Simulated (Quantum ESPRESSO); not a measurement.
Quantum ESPRESSO is run on NbSi4Mo (P2, 18 atoms in the cell), and the run fails. The aim is a self-consistent single point with DFT, LDA (PZ), plane waves, GBRV 1.5 ultrasoft (LDA) pseudopotentials.

Cell that was meant: a = 4.7221 Å, b = 13.1368 Å, c = 4.7372 Å, α = 90.00°, β = 119.73°, γ = 90.00°.

Part of the input:

```fortran
&control
  calculation = 'static',
  prefix = 'scf',
  outdir = './tmp',
  pseudo_dir = './',
```

Output, abridged:

```
     This program is part of the open-source Quantum ESPRESSO suite
     for quantum simulation of materials; please cite

 %%%%%%%%%%%%%%%%%%%%%%%%%%%%%%%%%%%%%%%%%%%%%%%%%%%%%%%%%%%%%%%%%%%%%%%%%%%%%%
     Error in routine  control_checkin (1):
      calculation "static" not allowed
 %%%%%%%%%%%%%%%%%%%%%%%%%%%%%%%%%%%%%%%%%%%%%%%%%%%%%%%%%%%%%%%%%%%%%%%%%%%%%%

     stopping ...
```

Question: From the messages shown, name the fault and mend the input.

Answer: The fault is a value that the program does not know. The key takes a closed list of words, and names differ between codes. To fix it, use one of the words that the key accepts. The program stopped before any SCF iteration.

An input that runs soundly differs in these lines (not the only fix; some lines may just follow from the change or write a value another way):
```diff
-  calculation = 'static',
+  calculation = 'scf',
```

With that input, the run converged in 20 iterations: free energy E − TS -12096.8345 eV; Fermi level (on the code's own zero) 14.91 eV; pressure -8.28 GPa; largest force (vector length) 0.063 eV/Å (DFT, LDA (PZ), plane waves, GBRV 1.5 ultrasoft (LDA) pseudopotentials).

On the sound input: the starting cell comes from a database of computed structures (which also holds hypothetical and non-ambient phases and stackings), without a prior relaxation at this level. Spin polarisation is off. With a pressure of about -8 GPa the cell is away from its equilibrium volume at this level.
